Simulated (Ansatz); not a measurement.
The parent structure is Ru in the hcp (Mg type) structure (space group P6_3/mmc, No. 194; a = 2.6914 Å, c = 4.2489 Å; relaxed with 0.1 eV smearing). Axes: x lies along a and z along c of the hexagonal cell.

The values are results of PBEsol/PAW in Ansatz (a quantum-chemistry and plane-wave program), no spin-orbit coupling, not measurements.

Modification: the cell is compressed by 1.00 % along z with no lateral relaxation; the atoms relax in the strained cell.

Predict the stress tensor and what it implies for the stiffness.

Stress of the strained cell less that of the base (GPa, compression positive):
```
    2.0     0.0     0.0
    0.0     2.0     0.0
    0.0     0.0     7.3
```

Then −Δσ_ii/ε with ε = -0.0100 gives relaxed-ion elastic constants: C33 ≈ 733 GPa, C13 ≈ 198 GPa and C23 ≈ 198 GPa.

Whether these cells are dynamically stable was not tested. All final runs are without spin polarisation.
